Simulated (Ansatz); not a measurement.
## MgSe, response to strain

Take MgSe in the rock salt structure (space group Fm-3m, No. 225; a = 5.4496 Å) as the base. Axes: x, y, z lie along the cube axes.

Strains are applied to the cell and any free atomic positions relax; under biaxial strain the out-of-plane vector relaxes too.

Computed with DFT with PBEsol, PAW potentials and a 420 eV plane-wave cutoff in Ansatz (a program for electronic structure), no SOC.

Candidates:
(a) biaxial strain +1.25 %, plane normal [111], relaxed out of plane
(b) biaxial strain +1.67 %, plane normal [111], relaxed out of plane
(c) biaxial strain −0.42 %, plane normal [111], relaxed out of plane
(d) biaxial strain −2.50 %, plane normal [111], relaxed out of plane
(e) biaxial strain +2.08 %, plane normal [111], relaxed out of plane

Q: Order them by out-of-plane strain, lowest first.

A: (e) biaxial strain +2.08 %, plane normal [111], relaxed out of plane (-1.22 %), (b) biaxial strain +1.67 %, plane normal [111], relaxed out of plane (-0.98 %), (a) biaxial strain +1.25 %, plane normal [111], relaxed out of plane (-0.74 %), (c) biaxial strain −0.42 %, plane normal [111], relaxed out of plane (+0.25 %), (d) biaxial strain −2.50 %, plane normal [111], relaxed out of plane (+1.49 %)

Whether these cells are dynamically stable was not tested.
